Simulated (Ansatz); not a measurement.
**Hypothetical fluorite ZrSe2: element substitutions**

The parent structure is ZrSe₂ in the fluorite structure (space group Fm-3m, No. 225; a = 6.508 Å; a hypothetical phase, not in the database extracts checked).

Each row replaces one element on all its sites; cell and atoms are relaxed.

Calculations: PBEsol (Ansatz, an electronic-structure program; PAW; 420 eV plane waves; without spin-orbit coupling).

| variant | shortest interatomic distance | density |
|---|---|---|
| base | 2.818 Å | 6.01 g/cm³ |
| Zr → Mg | 2.788 Å | 4.53 g/cm³ |
| Zr → Y | 2.926 Å | 5.31 g/cm³ |
| Se → S | 2.680 Å | 4.35 g/cm³ |

No phonon test of stability was made. As relaxed here, MgSe2, YSe2 and ZrS2 are hypothetical phases, not in the database extracts checked. The final runs are not spin-polarised. An odd electron count without spin: YSe2. YSe2 has a high density of states at the Fermi level and may be magnetic at this level.
